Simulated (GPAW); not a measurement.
A working GPAW input for NbSi2 (Fm-3m, 3 atoms in the cell) (DFT PBE, plane waves, GPAW PAW datasets PBE (gpaw-data 1.0.1)):

```python
from ase import Atoms
from ase.units import GPa
from gpaw import GPAW

atoms = Atoms(['Nb', 'Si', 'Si'],
              cell=[[0.000000, 3.100291, 3.100291],
                    [3.100291, 0.000000, 3.100291],
                    [3.100291, 3.100291, 0.000000]],
              scaled_positions=[[0.000000, 0.000000, 0.000000],
                                [0.250000, 0.250000, 0.250000],
                                [0.750000, 0.750000, 0.750000]],
              pbc=True)

calc = GPAW(mode={'name': 'pw', 'ecut': 450},
            xc='PBE',
            kpts=(9, 9, 9),
            occupations={'name': 'methfessel-paxton', 'width': 0.1, 'order': 0},
            nbands=-11,
            symmetry={'symmorphic': False, 'tolerance': 0.0005},
            maxiter=120,
            txt='-')

atoms.calc = calc

energy = atoms.get_potential_energy()
print('Energy (eV):', round(energy, 6))
forces = atoms.get_forces()
print('Forces (eV/Ang):')
print(forces.round(5))
stress = atoms.get_stress()
print('Stress (GPa, Voigt):', (stress / GPa).round(4))
```

The run converged in 15 iterations: free energy E − TS (from the program's reference atoms) -19.9983 eV; Fermi level (on the code's own zero) 7.17 eV. Each of these slips is then made, one at a time:

(1)
```diff
-            nbands=-11,
+            nbands=10,
```

(2)
```diff
+            setups={'Si': 'sv'},
```

Question: Predict the outcome of each change.

Answer: 
(1) Too few bands. The program stopped before any SCF iteration, with the message: ValueError: Too few bands! Electrons: 21.000000, bands: 10.

(2) A potential or basis that cannot be found. The program stopped before any SCF iteration, with the message: FileNotFoundError: Could not find required PAW dataset file "Si.sv.PBE"..

The starting cell was generated: these elements placed on a structure prototype, without a prior relaxation; it need not be a known phase or ordering of this composition. Spin polarisation is off.

Left out of this page: 3 runs of the series outside the window shown, repeating another row's setting, or not comparable.
